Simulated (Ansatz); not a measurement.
Base system: a 20-atom supercell of Al2O3 in the corundum structure (space group R-3c, No. 167; a = 4.8080 Å, c = 13.1216 Å (hexagonal axes)) at its relaxed geometry.

(Cell as relaxed with PBE.)

Levels (all Ansatz, a quantum-chemistry and plane-wave program, PAW, earlier PAW set): PBE (420 eV, spin-orbit coupling left out); PBEsol (420 eV, no SOC).

Each level relaxes its own structure.

Modification: one Al atom is replaced by Zn, atoms relaxed at fixed cell, starting from a slightly rattled geometry.

| quantity | PBE | PBEsol |
|---|---|---|
| pressure | 6.2 GPa | 5.8 GPa |
| gap of the supercell | zero | zero |
| largest displacement of a host atom from its site in the perfect cell | 0.14 Å | 0.13 Å |
| total moment of the cell | 1.0 μB | 1.0 μB |

PBE's pressure lies 0.4 GPa above PBEsol's; the two agree on the gap of the supercell and total moment of the cell. Neither level is exact; PBEsol is the comparison here, not a measurement.

The magnetic state is the one reached from the starting moments; the real material's order can differ, and small cells can't hold many antiferromagnetic ones. In so small a cell the defect repeats every few ångströms: this is an ordered compound, not a dilute defect. A case with no gap was solved on a k-mesh chosen for an insulator, which is coarse for it.
